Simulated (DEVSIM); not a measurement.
Structure: Co/SiO2/p-Si capacitor, at 300 K.

```csv
layer (left to right),material,thickness (nm),Na (cm⁻³)
1,SiO2,17.0,-
2,Si,4900,1.4e16
```

Metal gate on the left, work function 5 eV. Fixed charge at the semiconductor interface -1.8e11 cm⁻² (in units of +e); interface traps 1e10 cm⁻² eV⁻¹, uniform in energy, neutral level at 0.5 of the gap above the valence band.

The device is made up for the run: typed textbook-type constants, with dimensions and the other settings drawn at random. Values at 300 K.

| parameter | SiO2 | Si |
|---|---|---|
| gap (eV) | 9 | 1.124 |
| affinity (eV) | 0.9 | 4.05 |
| permittivity | 3.9 | 11.7 |
| Nc (cm⁻³) | - | 2.86e19 |
| Nv (cm⁻³) | - | 3.1e19 |

DEVSIM, 1D Poisson equation in equilibrium, Boltzmann statistics, complete ionisation; no quantum confinement or tunnelling. Metal contacts follow the ideal Schottky-Mott rule: no Fermi-level pinning, no interface dipoles.

Task: Tabulate band edges, carrier densities and field at 2.9 V on the gate.

Result: Energies count from the Fermi level of the right contact; mesh points crowd at the junctions.

| x (μm) | Ec (eV) | Ev (eV) | n (cm⁻³) | p (cm⁻³) | field (V/cm) |
|---|---|---|---|---|---|
| 0.000 | 1.200 | -7.800 | < 1e2 | < 1e2 | 1200000 |
| 0.001534 | 1.377 | -7.623 | < 1e2 | < 1e2 | 1200000 |
| 0.004633 | 1.736 | -7.264 | < 1e2 | < 1e2 | 1200000 |
| 0.01055 | 2.420 | -6.580 | < 1e2 | < 1e2 | 1200000 |
| 0.01546 | 2.988 | -6.012 | < 1e2 | < 1e2 | 1200000 |
| 0.01700 | 3.166 | -5.834 | < 1e2 | < 1e2 | 800000 |
| 0.01846 | 0.052 | -1.072 | 3.8e18 | < 1e2 | 180000 |
| 0.02441 | 0.117 | -1.007 | 3.0e17 | 380 | 76000 |
| 0.03583 | 0.189 | -0.935 | 1.9e16 | 6200 | 57000 |
| 0.06408 | 0.338 | -0.786 | 6.0e13 | 1900000 | 49000 |
| 0.1323 | 0.624 | -0.500 | 9.5e8 | 1.2e11 | 35000 |
| 0.3843 | 0.924 | -0.200 | 8700 | 1.3e16 | 340 |
| 0.8755 | 0.925 | -0.199 | 8300 | 1.4e16 | ≈ 0 |
| 2.091 | 0.925 | -0.199 | 8300 | 1.4e16 | ≈ 0 |
| 4.001 | 0.925 | -0.199 | 8300 | 1.4e16 | ≈ 0 |
| 4.538 | 0.925 | -0.199 | 8300 | 1.4e16 | ≈ 0 |
| 4.761 | 0.925 | -0.199 | 8300 | 1.4e16 | ≈ 0 |
| 4.851 | 0.925 | -0.199 | 8300 | 1.4e16 | ≈ 0 |
| 4.897 | 0.925 | -0.199 | 8300 | 1.4e16 | ≈ 0 |
| 4.909 | 0.925 | -0.199 | 8300 | 1.4e16 | ≈ 0 |
| 4.915 | 0.925 | -0.199 | 8300 | 1.4e16 | ≈ 0 |
| 4.917 | 0.925 | -0.199 | 8300 | 1.4e16 | ≈ 0 |
